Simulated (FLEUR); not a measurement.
# Input and output of a self-consistent single point for Tc (Fm-3m, 1 atom in the cell) (FLEUR)

Method: FLEUR with LDA (Perdew-Zunger), all-electron FLAPW (FLEUR), scalar-relativistic valence.

The input file:

Input of the input generator:

```
scf Tc
&input film=f /
0.0000000000 1.9277350000 1.9277350000
1.9277350000 0.0000000000 1.9277350000
1.9277350000 1.9277350000 0.0000000000
1.8897261246
1.0 1.0 1.0

1
43 0.0000000000 0.0000000000 0.0000000000

&comp jspins=1 /
&exco xctyp='pz' /
&kpt div1=15 div2=15 div3=15 /
&end /
```

```xml
<?xml version="1.0" encoding="UTF-8" standalone="no"?>
<fleurInput fleurInputVersion="0.39">
   <comment>
      scf Tc                                                                                              
   </comment>
   <calculationSetup>
      <cutoffs Kmax="4.2" Gmax="16.8" GmaxXC="16.8" numbands="0"/>
      <scfLoop itmax="60" minDistance="0.00001" maxIterBroyd="25" imix="Anderson" alpha="0.05" precondParam="0.0" spinf="2.0"/>
      <coreElectrons ctail="T" frcor="F" kcrel="0" coretail_lmax="0"/>
      <xcFunctional name="pz" relativisticCorrections="F"/>
      <magnetism jspins="1"/>
      <soc l_soc="F" theta="0.0" phi="0.0" spav="F"/>
      <expertModes spex="0" secvar="F"/>
      <geometryOptimization l_f="T" forcealpha="1.0" forcemix="BFGS" epsdisp="0.00001" epsforce="0.00001"/>
      <ldaU l_linMix="F" mixParam="0.05" spinf="1.0"/>
   </calculationSetup>
   <cell>
      <bzIntegration valenceElectrons="15.0" mode="hist" fermiSmearingEnergy="0.00367493">
         <kPointListSelection listName="default-1"/>
         <!-- k-points included here -->
         <xi:include xmlns:xi="http://www.w3.org/2001/XInclude" href="kpts.xml"> </xi:include>
      </bzIntegration>
      <!-- symmetry operations included here -->
      <xi:include xmlns:xi="http://www.w3.org/2001/XInclude" href="sym.xml"> </xi:include>
      <bulkLattice scale="1.0">
         <bravaisMatrix>
            <row-1>    0.0000000000000000     3.6428911908057806     3.6428911908057806</row-1>
            <row-2>    3.6428911908057806     0.0000000000000000     3.6428911908057806</row-2>
            <row-3>    3.6428911908057806     3.6428911908057806     0.0000000000000000</row-3>
         </bravaisMatrix>
      </bulkLattice>
   </cell>
   <atomSpecies>
      <species name="Technetium (Tc)" element="Tc" atomicNumber="43">
         <mtSphere radius="2.40" gridPoints="829" logIncrement="0.015"/>
         <atomicCutoffs lmax="10" lnonsphr="8"/>
         <electronConfig flipSpins="F">
            <coreConfig>(1s1/2) (2s1/2) (2p1/2) (2p3/2) (3s1/2) (3p1/2) (3p3/2) (3d3/2) (3d5/2)</coreConfig>
            <valenceConfig>(4s1/2) (4p1/2) (4p3/2) (5s1/2) (4d3/2) (4d5/2)</valenceConfig>
            <stateOccupation state="(4d3/2)" spinUp="1.0" spinDown="1.0"/>
            <stateOccupation state="(4d5/2)" spinUp="1.5" spinDown="1.5"/>
         </electronConfig>
         <energyParameters s="5" p="5" d="4" f="4"/>
         <lo type="SCLO" l="0" n="4" eDeriv="0"/>
         <lo type="SCLO" l="1" n="4" eDeriv="0"/>
      </species>
   </atomSpecies>
   <atomGroups>
      <atomGroup species="Technetium (Tc)">
         <relPos label="                   1">.0000000000 .0000000000 .0000000000</relPos>
         <force calculate="T" relaxXYZ="TTT"/>
      </atomGroup>
   </atomGroups>
   <output dos="F" band="F" slice="F">
      <checks vchk="F" cdinf="F"/>
      <bandDOS minEnergy="-.5*Htr" maxEnergy="0.5*Htr" sigma="0.015" storeEVData="T"/>
      <vacuumDOS vacdos="F" integ="F" star="F" nstars="0" locx1="0.0" locy1="0.0" locx2="0.0" locy2="0.0" nstm="0" tworkf="0.0"/>
      <unfoldingBand unfoldBand="F" supercellX="1" supercellY="1" supercellZ="1"/>
      <plotting iplot="0" polar="F">
         <plot TwoD="T" vec1="  1.0  0.0  0.0" vec2="  0.0  1.0  0.0" vec3="  0.0  0.0  1.0" zero="  0.0  0.0  0.0" file="plot"/>
      </plotting>
      <chargeDensitySlicing numkpt="0" minEigenval="0.0" maxEigenval="0.0" nnne="0" pallst="F"/>
      <specialOutput eonly="F"/>
      <magneticCircularDichroism mcd="F" energyLo="-10.0" energyUp="0.0"/>
   </output>
  <!-- We include the file relax.xml here to enable relaxations (see documentation) -->
  <xi:include xmlns:xi="http://www.w3.org/2001/XInclude" href="relax.xml"> <xi:fallback/> </xi:include>
</fleurInput>
```

Output, abridged:

```
      Welcome to FLEUR        (www.flapw.de)
      MaX-Release 8.1          (www.max-centre.eu)

 ========== k-point set info ==========
 Selected k-point list: default-1
 k-point list type: mesh
 15 x 15 x 15
 Number of k points: 120

 ------------Calculation Setup---------------------------
           1           2           3           4           5           6           8          10          12          15          20          24          30          40          60         120
 Number of basis functions:          135
 Iteration:     1   Distance:       9.37001045 me/bohr^3
 Iteration:     2   Distance:       8.41487503 me/bohr^3
 Iteration:     3   Distance:       2.97817185 me/bohr^3
 Iteration:     4   Distance:       0.91503499 me/bohr^3
 Iteration:     5   Distance:       0.75731899 me/bohr^3
 Iteration:     6   Distance:       0.06830871 me/bohr^3
   [... 2 lines left out ...]
 Iteration:     9   Distance:       0.00238725 me/bohr^3
 Iteration:    10   Distance:       0.00029538 me/bohr^3
 Iteration:    11   Distance:       0.00006783 me/bohr^3
 Iteration:    12   Distance:       0.00002920 me/bohr^3
 Iteration:    13   Distance:       0.00000103 me/bohr^3

 Run finished successfully
 Stop message:
   Structural relaxation: Done

[file out, last iteration]
             iter=     14
          p o t e n t i a l   g e n e r a t o r
[...]
          integral of pseudo charge density inside the slab=        0.000000   0.000000
     coulomb potential in the interstitial region:
          density-coulomb potential integrals
          total density-coulomb potenti    -6821.3626680428
          density-effective potential integrals for spin  1
          total density-effective poten   -6.9863858299E+03
          charge density-energy density integrals
          total charge density-energy d   -1.2448549983E+02
 Updated energy parameters for spin:           1
  Atom    1 5s branch from -1.82 to  2.51 htr. ; e_l =  0.4077
  Atom    1 5p branch from -0.75 to  3.21 htr. ; e_l =  0.5267
  Atom    1 4d branch from -8.34 to  0.89 htr. ; e_l =  0.5141
  Atom    1 4f branch from -9.99 to  2.58 htr. ; e_l =  0.8025
  Atom    1 4s branch from-18.16 to -1.82 htr. ; e_l(l -1.8491
  Atom    1 4p branch from-14.41 to -0.75 htr. ; e_l(l -0.8278
[...]
 fermi energy and band-weighting factors:
at   0.46667   0.46667   0.46667   k-weight:    0.002370
   12 eigenvalues :
   -1.849054   -0.851850   -0.811133   -0.811133    0.394190    0.526513    0.526513    0.641078
    0.703617    0.703617    1.005993    1.101850
   [... 2 blocks of this kind left out ...]

[...]
FERMIE:
          first approx. to ef    (T=0)  :   0.598086 htr   (energy of the highest occ. eigenvalue)
          number of occ. states  (T=0)  :        901
          first approx. to seigv (T=0)  :  -5.190097 htr
          sum of weights of occ. states :   7.502815
          sum of semicore charge        :   0.000000 e
FERHIS:  Fermi-Energy by histogram:
          bandgap                     :   0.001997 htr
          charge neutrality (T=0)     :   0.005630    (zero if the highest occ. eigenvalue is "entirely" occupied)
     EF_NEWTON:  Adjust Fermi-Energy by Newton-Method.
               Number of iterations needed  :   4
               The error in the weight is   : -0.38858E-15
               The error in ef is           :  0.29712E-16 htr
     -->  new fermi energy            :   0.598462 htr
          valence charge              :  15.000000 e
          actual charge blw ef-8kt    :  14.241185 e
          actual charge blw ef+8kt    :  15.000000 e
          number of occ. states       :       963
          sum of the valence weights  :    7.500000
          entropy         :   0.327558 *kb htr/K =   0.00000 htr/K
          sum of val. single particle energies:        -5.1927992545 htr
 Direct bandgap for spin            1 :    1.8369785876672262E-002  Htr
 at k-point          100  with k-vector    6.6666666666666666E-002  0.26666666666666666       0.26666666666666666
          valence density: spin= 1
[...]
     l-like charge
     atom     s        p        d        f        total
 -->  1    2.32842  6.24403  4.60230  0.04968   13.23811
          total charge for spin  1=   15.000000
          interst. charge =       1.761889
          mt charge=             13.238111
          total charge  =   15.000000
          z= 43.     r(1)=  0.968888E-05     dx= 0.015000     m.t.index= 829
               n    l     j    energy       weight
               1.   0.   0.5 -764.6455      2.0000
               2.   0.   0.5 -108.3754      2.0000
               2.   1.   0.5  -99.9383      2.0000
   [... 6 lines left out ...]
          atom type    1  (spin 1)
          kinetic energy=  0.433234409410E+04     sum of the eigenvalues= -0.253461954214E+04
          0.00000056  electrons lost from core.
          total charge for spin  1=   43.000000
          interst. charge =       1.761889
          mt charge=             41.238111
          total charge  =   43.000000
          zc=    43.000000     qfix=    1.000000
     t o t a l  e n e r g y
          sum of eigenvalues =             -2539.8123413955
          density-coulomb potential int    -6821.3626680428
          density-effective potential i    -6986.3858298961
          charge density-ex.-corr.energ     -124.4854998339
          el.-nucl. inter. diff. m.t.       5166.6387010045
          Madelung term for atom type:       -27.1467900969
 ---->    total energy=                    -4282.3788364562 htr
 ---->    (input%tkb*entropy) TS=              0.0012037531 htr
 ---->    free energy=                     -4282.3800402093 htr
      extrapolation for T->0
 ---->    total electron energy=           -4282.3794383328 htr
 ***** TOTAL FORCES ON ATOMS *****
 TOTAL FORCE FOR ATOM TYPE=  1  X=  0.000   Y=  0.000   Z=  0.000
                       FX_TOT= 0.000000 FY_TOT= 0.000000 FZ_TOT= 0.000000
 Structural relaxation: Done
```

The run converged in 13 iterations. FLEUR gives forces in its relaxation mode, with a further iteration, so its stop message speaks of a relaxation.

The starting cell comes from a database of computed structures (which also holds hypothetical and non-ambient phases and stackings), without a prior relaxation at this level. Spin polarisation is off. Values depend on the basis (sphere radii, cutoffs, local orbitals), which need not be converged. The log's line on a gap gives a spacing of levels on this mesh, which the program prints for metals too.

Cost on one core of a shared machine: roughly 30 s.
